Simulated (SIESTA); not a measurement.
Input and output of a relaxation of cell and atoms for KSn2Au4 (P1, 14 atoms in the cell) (SIESTA).

Level of theory: LDA PW92, numerical atomic orbitals TZP, PseudoDojo LDA standard norm-conserving potentials (rewritten from UPF to PSML) (SIESTA).

```xyz
14
Lattice="-4.5272 4.5272 4.2168 4.5272 -4.5272 4.2168 4.5272 4.5272 -4.2168" Properties=species:S:1:pos:R:3 pbc="T T T"
K      4.5474     0.0610     0.0311
K     -0.0454     4.5257     0.0146
Sn     3.2884     3.3117     2.1331
Sn    -1.3181     1.2015     2.0117
Sn     1.1776     1.1263     6.4110
Sn     1.3425    -1.3333     2.0644
Au     1.4255     1.3098     3.4416
Au     5.8622     3.1270     0.7381
Au     3.1580     3.2040    -0.6582
Au    -1.3907     1.4714     4.9198
Au     7.6049     1.3199    -0.6458
Au     3.2820     3.2017     4.8844
Au    -3.1026     3.1370     3.5573
Au     1.3315     1.4994     0.6144
```

Reference input (self-consistent single point, DFT, LDA PW92, numerical atomic orbitals TZP, PseudoDojo LDA standard norm-conserving potentials (rewritten from UPF to PSML)): XC.functional = LDA; XC.authors = PW92; potentials = PseudoDojo LDA standard; PAO.BasisSize = TZP; PAO.EnergyShift = 0.01 Ry; MeshCutoff = 300 Ry; kgrid.MonkhorstPack = 3 3 3; OccupationFunction = FD; ElectronicTemperature = 100 meV; MaxSCFIterations = 150; SCF.Mixer.Method = Broyden; SCF.Mixer.Weight = 0.1. This run's input differs from it in these lines:

```diff
@@ -39,3 +39,3 @@
 PAO.EnergyShift              0.01 Ry
-MeshCutoff                   300 Ry
+MeshCutoff                   180 Ry
 %block kgrid.MonkhorstPack
@@ -54,2 +54,7 @@
 Diag.ParallelOverK           true
+MD.TypeOfRun                 FIRE
+MD.Steps                     40
+MD.MaxForceTol               0.02 eV/Ang
+MD.VariableCell              true
+MD.MaxStressTol              0.05 GPa
 WriteForces                  true
```

The program printed (abridged):

```
        iscf     Eharris(eV)        E_KS(eV)     FreeEng(eV)     dDmax    Ef(eV) dHmax(eV)
   scf:    1   -41976.991959   -42191.868077   -42192.154244  2.724133 -1.251859 23.813146
   scf:    2   -42307.053928   -42255.701398   -42255.917455  0.520600 -2.036323 14.198974
   scf:    3   -42304.364173   -42288.181268   -42288.367803  0.371867 -2.828978  2.642411
   scf:    4   -42289.377808   -42289.345190   -42289.535152  0.090930 -3.035044  2.023109
   scf:    5   -42289.903195   -42289.682340   -42289.865345  0.071118 -3.090526  0.875621
   [... 10 lines left out ...]
   scf:   16   -42289.827221   -42289.827223   -42290.006956  0.000047 -3.047928  0.000853
   scf:   17   -42289.827222   -42289.827223   -42290.006956  0.000023 -3.047972  0.000762
   scf:   18   -42289.827223   -42289.827223   -42290.006956  0.000014 -3.047999  0.000660
   scf:   19   -42289.827223   -42289.827223   -42290.006956  0.000009 -3.048018  0.000567
SCF Convergence by DM+H criterion
max |DM_out - DM_in|         :     0.0000091779
max |H_out - H_in|      (eV) :     0.0005669808
SCF cycle converged after 19 iterations

Using DM_out to compute the final energy and forces

siesta: E_KS(eV) =           -42289.8272

siesta: E_KS - E_eggbox =    -42289.8272

siesta: Atomic forces (eV/Ang):
     1   -0.080627   -0.154930   -0.021281
   [... lines left out ...]
siesta: Pressure (static):        -73.94348545  kBar
siesta: Pressure (total):        -73.94348545  kBar
No target stress found, assuming hydrostatic MD.TargetPressure.
Target stress (kBar)
outcell: Cell volume (Ang**3)        :    302.4890
        iscf     Eharris(eV)        E_KS(eV)     FreeEng(eV)     dDmax    Ef(eV) dHmax(eV)
siesta: Pressure (static):         -0.12115591  kBar
siesta: Pressure (total):         -0.12115591  kBar
outcell: Cell volume (Ang**3)        :    302.4890
siesta: FreeEng =    -42291.684904
   [... lines left out ...]
siesta:     13   -0.036453   -0.029043   -0.017510
siesta:     14    0.026285   -0.009792   -0.012919
siesta: ----------------------------------------
siesta:    Tot   -0.003362   -0.003550    0.005248

siesta: Stress tensor (static) (eV/Ang**3):
siesta:    -0.000165   -0.000137   -0.000088
siesta:    -0.000137    0.000139   -0.000069
siesta:    -0.000088   -0.000069    0.000252

siesta: Constrained stress tensor (static) (eV/Ang**3):
siesta:    -0.000165   -0.000137   -0.000088
siesta:    -0.000137    0.000139   -0.000069
siesta:    -0.000088   -0.000069    0.000252

siesta: Cell volume =        302.488978 Ang**3

siesta: Pressure (static):
siesta:                Solid            Molecule  Units
siesta:          -0.00000082         -0.00000224  Ry/Bohr**3
siesta:          -0.00007562         -0.00020586  eV/Ang**3
siesta:          -0.12115591         -0.32981982  kBar
```

The relaxation ended unconverged. 

The starting cell comes from a database of computed structures (which also holds hypothetical and non-ambient phases and stackings), without a prior relaxation at this level. Its atoms were displaced at random from the sites of space group no. 120. Values carry the incompleteness of an atom-centred basis.

Cost on one core of a shared machine: roughly 40 min.
